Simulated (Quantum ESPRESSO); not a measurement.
# Several settings converged on LaPt3 (P4mm, 4 atoms in the cell)

```
LaPt3
1.0
    4.19336     0.00000     0.00000
    0.00000     4.19336     0.00000
    0.00000     0.00000     4.19336
La Pt
1 3
Direct
  0.00000   0.00000   0.01192
  0.00000   0.50000   0.50000
  0.50000   0.00000   0.50000
  0.50000   0.50000   0.00000
```

Base method: LDA (PZ), GBRV 1.5 ultrasoft (LDA) pseudopotentials (plane waves; Quantum ESPRESSO).

Base settings: ecutwfc = 40 Ry; ecutrho = 320 Ry; occupations = smearing; smearing = gauss; degauss = 0.0073499 Ry; potentials = {La: la_lda_v1.uspp.F.UPF, Pt: pt_lda_v1.4.uspp.F.UPF}; K_POINTS = automatic 3 3 3 0 0 0; conv_thr = 1e-10 Ry.

The count of work is k-points × plane waves × bands × iterations; it is no time. Core times come from one kind of shared machine, to one figure; runs under 30 s give none.

**The plane-wave cutoff**

Moved along: ecutrho.

The mesh stays at the base's, so the ladder's end is converged at best in this setting alone.

Only quantities that move along the ladder and can be compared are tabulated.

| ecutwfc | free energy less the last step's (meV/atom) | pressure (GPa) | largest difference of a force vector from the last step's (eV/Å) | count of work / last | core time / last (rough) |
|---|---|---|---|---|---|
| 14 Ry | 36342.66 | -929.28 | 0.128 | 0.045 | – |
| 16 Ry | 18306.41 | -578.62 | 0.236 | 0.062 | – |
| 18 Ry | 9231.78 | -352.92 | 0.239 | 0.10 | – |
| 22 Ry | 2018.69 | -114.04 | 0.060 | 0.13 | – |
| 28 Ry | 131.04 | -16.49 | 0.001 | 0.19 | 0.2 |
| 40 Ry | 27.78 | -7.24 | 0.000 | 0.31 | 0.3 |
| 80 Ry | 0.00 | -6.66 | 0.000 | 1.0 | 1 |

Coarsest ecutwfc that holds the pressure within 1 GPa: not settled: the last two steps still differ by 0.58 GPa, over half the tolerance, so the ladder does not show it.

Coarsest ecutwfc that holds the free energy within 5 meV/atom: not settled: the last two steps still differ by 28 meV/atom, over half the tolerance, so the ladder does not show it.

Coarsest ecutwfc that holds the forces within 0.005 eV/Å of the last step, with all finer ones: 28 Ry, at 0.19 of the last step's count of work and about 0.2 of the last step's time; the step before is off by 0.060 eV/Å.

At the lowest cutoff the pressure lies 923 GPa under the last step's, the usual sign of Pulay stress in an incomplete plane-wave basis.

**The density cutoff**

The second cell is the first with its lattice scaled by 0.98.

The mesh stays at the base's, so the ladder's end is converged at best in this setting alone.

Only quantities that move along the ladder and can be compared are tabulated.

```csv
ecutrho,free energy less the last step's (meV/atom),energy of the compressed cell less the first (meV/atom),pressure (GPa),core time / last (rough)
80 Ry,-16.81,-9.37,-5.96,–
160 Ry,0.05,-11.01,-7.25,–
240 Ry,-0.04,-10.96,-7.24,0.3
320 Ry,0.00,-11.01,-7.24,0.5
640 Ry,0.00,-11.01,-7.24,1
```

Coarsest ecutrho that holds the energy of the compressed cell less the first within 1 meV/atom of the last step, with all finer ones: 160 Ry; the step before is off by 1.6 meV/atom.

Coarsest ecutrho that holds the free energy within 2 meV/atom of the last step, with all finer ones: 160 Ry; the step before is off by 17 meV/atom.

Coarsest ecutrho that holds the pressure within 0.5 GPa of the last step, with all finer ones: 160 Ry; the step before is off by 1.3 GPa.

On the base run: the starting cell comes from a database of computed structures (which also holds hypothetical and non-ambient phases and stackings), without a prior relaxation at this level. Its lattice was rescaled by up to half a per cent. One atom was moved a little off its site on purpose. Spin polarisation is off. In the base run, with a pressure of about -7 GPa the cell is away from its equilibrium volume at this level. Without a gap this mesh is coarse (it stands for a supercell whose shortest vector is 13 Å).
